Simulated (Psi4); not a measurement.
Psi4 1.11, unrestricted WB97X/def2-svp: hexafluorodisilane triplet (F[Si](F)(F)[Si](F)(F)F), charge 0, multiplicity 3, 8 atoms. The geometry is a generated start, not checked to be a minimum at this level.

```
Quantity                             Result
--------------------------  ---------------
task                                 energy
method                                wb97x
basis                              def2-svp
memory                                 3 GB
maxiter                                 100
keys of the molecule block      symmetry c1
scf_type                       df (default)
e_convergence               1e-06 (default)
d_convergence               1e-06 (default)
dft_radial_points              75 (default)
dft_spherical_points          302 (default)
basis functions                         120
grid points                          172175
```

```xyz
8

F      1.9078    -0.2976    -1.2278
Si     1.1150    -0.0630     0.1202
F      1.7705     1.2355     0.7442
F      1.6069    -1.2409     1.0548
Si    -1.1140     0.0612    -0.1222
F     -1.6106     1.2485    -1.0424
F     -1.7697    -1.2322    -0.7557
F     -1.9059     0.2885     1.2289
```

Charge 0 and multiplicity 3 are set for this test and not shown to be the ground state.

With the defaults (guess = auto, which took SAD, damping_percentage = 0, diis = true, scf_initial_accelerator = adiis, diis_max_vecs = 10, level_shift = 0, level_shift_cutoff = 0.01) it converges in 9 SCF iterations. One run each on 2 threads, with these changes:
- diis_max_vecs = 6
- guess = huckel
- level_shift = 0.5, level_shift_cutoff = 0.001
- guess = modhuckel
- guess = sapgau
- damping_percentage = 20
- damping_percentage = 60
- guess = core
- damping_percentage = 60, diis = false, scf_initial_accelerator = none

Name the settings that don't reach the solution of the defaults.

No convergence: damping_percentage = 60; damping_percentage = 60, diis = false, scf_initial_accelerator = none (the run ends without SCF convergence in 100 iterations). Another solution: guess = core (56 meV higher); guess = huckel (2500 meV higher); guess = modhuckel (2500 meV higher). The rest reach the solution of the defaults.

```csv
setting,SCF iterations,end
the defaults,9,same solution
diis_max_vecs = 6,9,same solution
"level_shift = 0.5, level_shift_cutoff = 0.001",9,same solution
guess = sapgau,10,same solution
damping_percentage = 20,26,same solution
guess = huckel,13,"other solution, 2500 meV higher"
guess = modhuckel,14,"other solution, 2500 meV higher"
guess = core,21,"other solution, 56 meV higher"
damping_percentage = 60,100,no convergence
"damping_percentage = 60, diis = false, scf_initial_accelerator = none",100,no convergence
```
